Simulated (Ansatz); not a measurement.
**TiO2: isotropic strain +2.40 %**

Start from TiO$_{2}$ in the anatase structure (space group I4_1/amd, No. 141; a = 3.7988 Å, c = 9.7007 Å).

One thing is altered: every lattice vector is stretched by 2.40 %, atoms relaxed at fixed cell.

The values are results of DFT with PBE, PAW potentials and a 420 eV plane-wave cutoff in Ansatz (a first-principles code), no spin-orbit coupling, not measurements. k-mesh 12×12×12 (Γ-centred); smearing 0.05 eV (Fermi–Dirac).

```tsv
quantity	base	changed	shift
space group	I4_1/amd (No. 141)	I4_1/amd (No. 141)	–
shortest interatomic distance	1.946 Å	1.999 Å	+0.053 Å
energy relative to the base (free energy F)	0 meV/atom	+33 meV/atom	+33 meV/atom
pressure (mean of the normal stresses, compression positive)	0.00 GPa	-11.36 GPa	-11.36 GPa
band gap	2.13 eV	2.05 eV	-0.08 eV
largest internal atomic displacement	–	0.029 Å	–
```

Gaps are Kohn–Sham eigenvalue differences; semilocal functionals usually give less than the measured gap. Whether these cells are dynamically stable was not tested. All final runs are without spin polarisation.
